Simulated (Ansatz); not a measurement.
Cell and atoms of amorphous Ga₂₄O₃₈Sn:

```xyz
63
Lattice="9.3850 0.0106 -0.1209 0.0106 9.3388 0.0315 -0.1209 0.0315 9.0425" Properties=species:S:1:pos:R:3 pbc="T T T"
Ga     4.7368     1.9453     4.9156
Ga     6.5009     8.4373    -0.0473
Ga     8.7656     0.6285     4.7097
Ga     7.5950     3.8379     5.9925
Ga     8.1951     1.0487     7.4649
Ga     3.9216     1.7974     1.7710
Ga     0.9128     6.3978     8.7243
Ga     7.1864     2.6989     2.7875
Ga     6.2022     5.8764     4.0676
Ga     1.3032     0.0459     0.6720
Ga     1.7615     6.1851     5.4489
Ga     2.7599     4.1405     8.8756
Ga     3.2850     0.8904     7.5756
Ga     9.0822     3.2195     0.2490
Ga     6.0002     9.0339     2.8859
Ga     1.9912     9.1570     3.8703
Ga     4.5599     7.8689     5.7032
Ga     9.1435     4.7669     3.3796
Ga     8.7112     7.7071     2.2211
Ga     4.4853     4.5791     6.5097
Ga     3.8754     7.5463    -0.0206
Ga     8.1078     7.1326     6.7170
Ga     3.3518     4.6281     3.1012
Ga     5.7985     2.6347     8.7203
O      2.2026     2.4188     7.5241
O      7.7001     7.2692     8.4891
O      8.0314     6.1856     2.9453
O      5.9335     7.8653     4.3271
O      0.8092     4.5014     8.9093
O      5.0475     8.2482     1.2123
O      4.5831     4.1344     8.3041
O      7.4266     8.8913     1.6696
O      4.6163     0.9603     3.3172
O      8.6446     2.2083     6.0702
O      2.3449     0.5341     2.1227
O      2.9713     3.4302     1.6363
O      2.3631     8.8167     8.4066
O      4.1390     0.5355     5.9797
O      2.5558     4.8186     6.5285
O      8.8801     3.3186     2.1082
O      7.2100     1.1369     3.8099
O      1.6788     5.4666     3.5973
O      0.1724     4.4124     5.3323
O      8.3173     8.9544     6.2601
O      5.8767     2.5862     1.5609
O      2.7185     7.8124     4.9742
O      5.6664     3.1085     6.0537
O      6.5398     0.8689     8.1879
O      7.2436     5.7395     5.8872
O      7.4884     3.4450     8.1530
O      4.9255     7.7744     7.5842
O      1.2307     1.2669     4.8094
O      2.8432     6.0593     0.1381
O      3.3219     3.1944     4.5122
O      4.9705     5.3294     2.7601
O      0.6986     7.6332     1.0666
O      0.6071     6.7569     6.9069
O      7.2215     4.0350     4.0600
O      4.3138     1.4795    -0.0134
O      0.1975     8.5638     3.7562
O      0.1052     1.3279     0.0267
O      4.6566     5.9569     5.3701
Sn     1.5921     3.0486     5.7347
```

Computed with PBE, scalar-relativistic without spin-orbit coupling (plane waves to 420 eV, PAW; Ansatz, a program for electronic structure).

Preparation: random packing, a CHGNet melt and quench, and a DFT relaxation. O atoms were pushed apart under 1.9 Å during the dynamics, to hinder bonds among them. The hot cell started wider than the set density and was brought back towards it in steps. It is the lowest in DFT energy of 2 quenches. It is a model cell: composition and starting density were chosen by hand, and all elements were melted together. No dispersion term was used. Its density started from a set value of 5.06 and ended at 5.03 g/cm³. Cooling (nominally 220 K/ps over its main leg) ran many orders faster than in experiment, which tends to leave more defects and strain. One small periodic cell is one sample of the glass; other quenches scatter about these values. Volume and shape were free in the relaxation. Stress components on the final sampling reach 1.0 GPa. Cycles of charging lowered its energy after that relaxation.

Neighbours within Ga-Ga 2.68 Å, Ga-O 2.46 Å, Ga-Sn 2.87 Å, O-O 1.58 Å, O-Sn 2.46 Å, Sn-Sn 3.06 Å count as bonded. Two cations that share two anions don't count as bonded, nor two that share one unless they lie closer than Ga-Ga 2.61 Å, Ga-Sn 2.79 Å, Sn-Sn 2.97 Å.

Q: Give the coordination numbers, mean bond lengths and angles.

A: 
- Mean coordination of Ga by anions: 4.58 (13 with 4, 8 with 5, 3 with 6)
- Mean coordination of O: 3.03 (2 with 2, 33 with 3, 3 with 4)
- Mean coordination of Sn by anions: 5.00 (1 with 5)
- Mean Ga-O bond: 1.943 Å (spread 0.115 Å, 110 counted)
- Mean O-Sn bond: 2.066 Å (spread 0.067 Å, 5 counted)
- Bond angle at Ga: mean 106.7°, spread 23.1°
- Bond angle at O: mean 116.0°, spread 14.1°
- Bond angle at Sn: mean 104.8°, spread 25.5°

Q: List the pairs of like atoms that count as bonded by the rules above.

A: There are none by these rules.
